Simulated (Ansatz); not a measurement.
Mg₂BeN₂ (model structure, started from the Ca2ZnN2 type, I4/mmm, No. 139, 5 atoms in the cell), treated with HSE06 in Ansatz (PAW).

Run with plane-wave cutoff 460 eV, 10×10×10 k mesh, Fermi–Dirac smearing 0.01 eV, scalar-relativistic PAW data made under PBE.

The cell is the one relaxed with PBEsol. Conventional cell: a = 3.1115 Å, b = 3.1115 Å, c = 10.9807 Å, α = 90.00°, β = 90.00°, γ = 90.00°.

```
BeMg2N2
1.0
   -1.55576     1.55576     5.49036
    1.55576    -1.55576     5.49036
    1.55576     1.55576    -5.49036
Mg Be N
2 1 2
Direct
  0.66409   0.66409   0.00000
  0.33591   0.33591   0.00000
  0.00000   0.00000   0.00000
  0.86052   0.86052   0.00000
  0.13948   0.13948   0.00000
```

Q: List the 11 lowest band energies at Γ above −25 eV (eV, relative to the valence band maximum), grouping those that round alike.

A: At Γ: -15.78, -14.76, -5.93, -2.25, -0.80 (×2), -0.70 (×2), 1.96, 7.83, 9.15.

Note: the run warned that its exchange threshold was loose for the stress; the relaxation could raise the start's symmetry but not lower it, so the cell can be a saddle point; cell and atoms aren't relaxed at this level (largest force component 0.33 eV/Å, pressure -1.0 GPa).

A model structure was made by putting elements into a prototype or built by hand; it is no filed structure, need not be a known phase, and can be a saddle point held by its symmetry.

Ansatz is a first-principles code.
